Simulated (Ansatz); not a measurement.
Take Cu$_{3}$Au in the Cu3Au type structure (space group Pm-3m, No. 221; a = 3.7808 Å; relaxed with 0.1 eV smearing) as the base. Axes: x, y, z lie along the cube axes.

All numbers come from PBE/PAW in Ansatz (a quantum-chemistry and plane-wave program), without spin-orbit coupling.

The change: an isotropic linear strain of −2.72 %, atoms relaxed at fixed cell.

Predict the stress tensor and what it implies for the stiffness.

Stress of the strained cell less that of the base (GPa, compression positive):
```
   14.6     0.0     0.0
    0.0    14.6     0.0
    0.0     0.0    14.6
```

Then B = −ΔP/(ΔV/V₀) with ΔV/V₀ = -0.0794 gives secant stiffness values (nonlinear terms included at this strain): B ≈ 184 GPa.

As a check, the harmonic strain energy −½ V₀ Δσ:ε is 50 meV/atom; the computed energy rise is 45 meV/atom.

Whether these cells are dynamically stable was not tested. The final runs are not spin-polarised.
